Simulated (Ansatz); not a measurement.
Si vacancy + N on the C site in metastable 2H silicon carbide (start: the Si site; C 1.91 Å away, along c; 96-site cell, 2×2×2 shifted sampling). All values below come from PBE, PAW (plane waves to 420 eV; Ansatz, a program for electronic structure). Total energies of the localised charge states, counted from that of charge 0, and their image corrections (point charge with alignment); the host's valence-band maximum lies at 9.434 eV on the cells' energy zero and its gap is 2.31 eV.

```tsv
charge	moment (μB)	E − E(first) (eV)	correction (eV)
0	1.0	0.000	0.000
−1	2.0	9.772	0.427
−2	1.0	20.047	1.234
```

Q: Derive the transition levels above the valence-band maximum and say which of them are thermodynamic.

A: A level is the Fermi energy at which two charges have equal formation energy: ε(q/q′) = [E(q′) + corr(q′) − E(q) − corr(q)] / (q − q′) − E_VBM.
ε(0/−1) = [(9.772 + 0.427) − (0.000 + 0.000)] / 1 − 9.434 = 0.77 eV
ε(−1/−2) = [(20.047 + 1.234) − (9.772 + 0.427)] / 1 − 9.434 = 1.65 eV
Thermodynamic levels at least 0.1 eV inside the gap: (0/−1) at 0.77 eV; (−1/−2) at 1.65 eV. Corrections reach 1.23 eV, so the outer levels may be off by several tenths of an eV. Only the charges listed were compared. Charge +1 has its level within 0.1 eV of a band edge or past it. The geometries come from one start. Flagged in the runs: a host whose relaxation on this sampling wasn't shown to rest, a strain field that reaches the edge of the cell.
